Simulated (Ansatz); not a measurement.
End structure of a constructed model of the (0001) surface of hcp Ru, a pseudomorphic layer of Au in the host's stacking (bottom of the slab: a bare face, its two planes held):

```yaml
crystal:
  lattice:
    - [2.72140, 0.00000, 0.00000]
    - [-1.36070, 2.35680, 0.00000]
    - [0.00000, 0.00000, 29.50000]
  atoms:
    - { symbol: Ru, position: [0.66667, 0.33333, 0.27597] }
    - { symbol: Ru, position: [0.33333, 0.66667, 0.34874] }
    - { symbol: Ru, position: [0.66667, 0.33333, 0.42094] }
    - { symbol: Ru, position: [0.33333, 0.66667, 0.49441] }
    - { symbol: Ru, position: [0.66667, 0.33333, 0.56766] }
    - { symbol: Ru, position: [0.33333, 0.66667, 0.63720] }
    - { symbol: Au, position: [0.66667, 0.33333, 0.72110] }
```

Set-up: 7 atoms, 13.2 Å thick at the start with caps and adatoms (thin: gaps and levels are the slab's own); mesh 16x16x1; 0.1 eV smearing; dipole correction on; 2 atoms held, the rest relaxed; start symmetry kept, larger cells not searched; no spin, no spin-orbit, no U. In PBE it is, or lies within 0.01 eV a 1x1 cell of, the lowest of the 2 structures of its composition computed so far; subsurface sites and larger cells were not tried.

What work function of the top face does Ansatz (a program for electronic structure) with PBE give?

5.04 eV
